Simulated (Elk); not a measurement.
Worked example: self-consistent single point of a sheet of PtS2 (3 atoms in the cell) in Elk.

Level of theory: PBE, spin-orbit coupling in second variation, all-electron FP-LAPW, Elk's shipped species files, default APW+lo basis run with Elk.

```
CELL_PARAMETERS angstrom
      3.35403     0.00000     0.00000
     -1.67701     2.90467     0.00000
      0.00000     0.00000    16.79262
ATOMIC_POSITIONS crystal
  Pt 0.00000 0.00000 0.50000
  S  0.33333 0.66667 0.58315
  S  0.66667 0.33333 0.41685
```

Reference input (self-consistent single point, DFT, PBE, all-electron FP-LAPW, Elk's shipped species files, default APW+lo basis): xctype = 20; swidth = 0.00367493 Ha; ngridk = 11 11 1; maxscl = 100. This run's input differs from it in these lines:

```diff
@@ -5,2 +5,11 @@
   20
+
+spinorb
+  .true.
+
+lmaxi
+  3
+
+nempty
+  10
```

The program printed (abridged):

```
│ Self-consistent loop started │
│ Loop number : 1 │
 total energy                :     -19196.9898979
 total moment                :  -0.7070817447E-18  0.5642082867E-18  0.1717085502E-21
│ Loop number : 2 │
 total energy                :     -19199.5366024
 total moment                :  -0.2731425664E-17 -0.5247670129E-17 -0.1026184731E-21
RMS change in Kohn-Sham potential (target) :   0.2898459691     (  0.1000000000E-05)
Absolute change in total energy (target)   :    2.546704513     (  0.1000000000E-03)
│ Loop number : 3 │
 total energy                :     -19200.1715956
   [... lines left out ...]
 total energy                :     -19245.3631574
 total moment                :  -0.1920580905E-15 -0.2696540856E-15  0.6520438255E-21
RMS change in Kohn-Sham potential (target) :   0.5540327160E-06 (  0.1000000000E-05)
Absolute change in total energy (target)   :   0.1688361117E-03 (  0.1000000000E-03)
│ Loop number : 15 │
 total energy                :     -19245.3630599
 total moment                :  -0.1911907672E-15 -0.2705501019E-15 -0.3501637866E-21
RMS change in Kohn-Sham potential (target) :   0.1839862265E-06 (  0.1000000000E-05)
Absolute change in total energy (target)   :   0.5535714445E-04 (  0.1000000000E-03)
Convergence targets achieved

│ Loop number : 16 │

Energies :
 Fermi                       :    -0.427114720435E-01
 xc effective B-field        :    -0.110488031456E-06
 external B-field            :      0.00000000000
 total energy                :     -19245.3630277
 (external B-field energy excluded from total)

Density of states at Fermi energy :   0.1731796252
 (states/Hartree/unit cell)

Estimated indirect band gap :   0.5188302421E-01
 from k-point      3 to k-point     15
Estimated direct band gap   :   0.6106662987E-01
 at k-point      3

Charges :
 core                        :    68.00000000
 valence                     :    42.00000000
 interstitial                :    5.844140017
 muffin-tins (core leakage)
  species :    1 (Pt)
   atom    1                 :    76.64506494     (  0.7642233025E-03)
   [... lines left out ...]
  species :    2 (S)
   atom    1                 :   0.1052941643E-18 -0.5068905485E-18   0.000000000
   atom    2                 :   0.1052941643E-18 -0.5068905485E-18   0.000000000
 total in muffin-tins        :   0.2124213732E-18 -0.1014474453E-17  0.7352002771E-22
 total moment                :  -0.1912508234E-15 -0.2715829517E-15  0.9258140449E-22

│ Self-consistent loop stopped │
```

The run converged in 16 iterations. The count includes the last loop, which Elk runs after its targets are met. Against the reference run the gap on the mesh goes from 1.440 to 1.412 eV.

The starting cell was generated: these elements placed on a structure prototype, without a prior relaxation; it need not be a known phase or ordering of this composition. Its lattice was rescaled in the plane by a random factor within 2.5 % of one. Values depend on the basis (sphere radii, cutoffs, local orbitals), which need not be converged.

Cost on one core of a shared machine: roughly 2 min.
